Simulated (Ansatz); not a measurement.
Consider Co in the hcp (Mg type) structure (space group P6_3/mmc, No. 194; a = 2.457 Å, c = 3.969 Å; ferromagnetic).

Computed with plane-wave PAW DFT at the PBEsol level (Ansatz, a quantum-chemistry and plane-wave program, 420 eV), without spin-orbit coupling.

One change was made to it. Results:

| quantity | base | after |
|---|---|---|
| density | 9.43 g/cm³ | 9.32 g/cm³ |
| c/a ratio | 1.615 | 1.650 |

Question: What was done to the base?
(A) Co → Ir
(B) Co → Cu
(C) Co → Os

Answer: B, Co → Cu. For comparison, the density in the other runs: Co → Ir gives 22.62 g/cm³; Co → Os gives 22.74 g/cm³.

Other magnetic orders, which the real material may have, were not ruled out. No phonon test of stability was made. For Cu and Ir in this form, whether it has been made was not checked. The base started in P-3m1 and relaxed to P6_3/mmc at this level. Spin-polarised in the final run: base; the other runs are not. This is not the structure that Cu has at room temperature and ambient pressure. This is not the structure that Ir has at room temperature and ambient pressure.
